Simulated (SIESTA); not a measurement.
SIESTA run on Pt (Fm-3m, 1 atom in the cell): self-consistent single point.

Level of theory: GGA PBE, numerical atomic orbitals TZP, PseudoDojo PBE standard norm-conserving potentials (rewritten from UPF to PSML) (SIESTA).

The change in words: lattice scaled by 0.98. Reference geometry:
```xyz
1
Lattice="0.0000 2.0031 2.0031 2.0031 0.0000 2.0031 2.0031 2.0031 0.0000" Properties=species:S:1:pos:R:3 pbc="T T T"
Pt     0.0000     0.0000     0.0000
```

Reference input (self-consistent single point, DFT, GGA PBE, numerical atomic orbitals TZP, PseudoDojo PBE standard norm-conserving potentials (rewritten from UPF to PSML)): XC.functional = GGA; XC.authors = PBE; potentials = PseudoDojo PBE standard; PAO.BasisSize = TZP; PAO.EnergyShift = 0.005 Ry; MeshCutoff = 350 Ry; kgrid.MonkhorstPack = 19 19 19; OccupationFunction = FD; ElectronicTemperature = 0.05 eV; MaxSCFIterations = 150; SCF.Mixer.Method = Pulay; SCF.Mixer.Weight = 0.25. This run's input differs from it in these lines:

```diff
@@ -11,5 +11,5 @@
 %block LatticeVectors
-     0.000000000    2.003120000    2.003120000
-     2.003120000    0.000000000    2.003120000
-     2.003120000    2.003120000    0.000000000
+     0.000000000    1.963058000    1.963058000
+     1.963058000    0.000000000    1.963058000
+     1.963058000    1.963058000    0.000000000
 %endblock LatticeVectors
```

The program printed (abridged):

```
        iscf     Eharris(eV)        E_KS(eV)     FreeEng(eV)     dDmax    Ef(eV) dHmax(eV)
   scf:    1    -3546.346905    -3551.688755    -3551.702084  1.946139 -0.791221  7.181421
   scf:    2    -3553.490651    -3552.679050    -3552.693716  0.403695 -1.782338  3.497355
   scf:    3    -3553.119731    -3552.982157    -3552.998840  0.272150 -2.750581  0.048781
   scf:    4    -3552.982284    -3552.982297    -3552.999037  0.009945 -2.753874  0.039966
   scf:    5    -3552.982215    -3552.982261    -3552.999066  0.004396 -2.775669  0.004295
   scf:    6    -3552.982260    -3552.982260    -3552.999066  0.000929 -2.778322  0.001732
   scf:    7    -3552.982262    -3552.982261    -3552.999066  0.000239 -2.777530  0.000492
   scf:    8    -3552.982261    -3552.982261    -3552.999066  0.000053 -2.777702  0.000010
SCF Convergence by DM+H criterion
max |DM_out - DM_in|         :     0.0000528524
max |H_out - H_in|      (eV) :     0.0000095535
SCF cycle converged after 8 iterations

Using DM_out to compute the final energy and forces

siesta: E_KS(eV) =            -3552.9823

siesta: E_KS - E_eggbox =     -3552.9823

siesta: Atomic forces (eV/Ang):
     1    0.000000    0.000000   -0.000000
   Tot    0.000000    0.000000   -0.000000
   Max    0.000000
   Res    0.000000    sqrt( Sum f_i^2 / 3N )
   Max    0.000000    constrained

Stress tensor Voigt[x,y,z,yz,xz,xy] (kbar):      -96.66      -96.66      -96.66       -0.06       -0.06       -0.06
(Free)E + p*V (eV/cell)    -3552.0863
Target enthalpy (eV/cell)    -3552.9991

siesta: Program's energy decomposition (eV):
siesta: FreeEng =     -3552.999066

siesta: Stress tensor (static) (eV/Ang**3):
siesta:    -0.060330   -0.000037   -0.000037
siesta:    -0.000037   -0.060330   -0.000037
siesta:    -0.000037   -0.000037   -0.060330

siesta: Cell volume =         15.129668 Ang**3

siesta: Pressure (static):
siesta:                Solid            Molecule  Units
siesta:           0.00065708          0.00065708  Ry/Bohr**3
siesta:           0.06032989          0.06032989  eV/Ang**3
siesta:          96.65913881         96.65913881  kBar
```

The run converged in 8 iterations. Against the reference run the free energy rises by 6.0 meV/atom and the pressure goes from -6.69 to 9.67 GPa.

The starting cell comes from a database of computed structures (which also holds hypothetical and non-ambient phases and stackings), without a prior relaxation at this level. Its lattice was rescaled by a random factor within 2.5 % of one. For this run, on top of that: lattice scaled by 0.98. Spin polarisation is off. Values carry the incompleteness of an atom-centred basis. With a pressure of about 10 GPa the cell is away from its equilibrium volume at this level.

Cost on one core of a shared machine: roughly 60 s.
